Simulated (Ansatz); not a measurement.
Data:

```
SiC
1.0
    3.05640     0.00000     0.00000
   -1.52820     2.64692     0.00000
    0.00000     0.00000     4.98573
Si C
2 2
Direct
  0.33333   0.66667   0.99925
  0.66667   0.33333   0.49925
  0.33333   0.66667   0.37575
  0.66667   0.33333   0.87575
```

No spin polarisation.

Computed with Ansatz (an electronic-structure program), LDA, PAW, cutoff 420 eV, spin-orbit coupling left out. k-mesh 12×12×7 (Γ-centred); smearing 0.05 eV (Fermi–Dirac).

Task: Predict the stress, gap character and smallest direct gap.

Result: Stress (xx, yy, zz, yz, xz, xy; compression positive): (0.36, 0.36, 3.43, 0.00, 0.00, 0.00) GPa
Gap character: indirect, Γ → K
Smallest direct gap: 3.88 eV

The cells carry an imposed strain or load. Whether these cells are dynamically stable was not tested. The cell was made from SiC in the wurtzite structure (space group P6_3mc, No. 186) by this change: uniaxial strain ε_zz = −0.60 %.
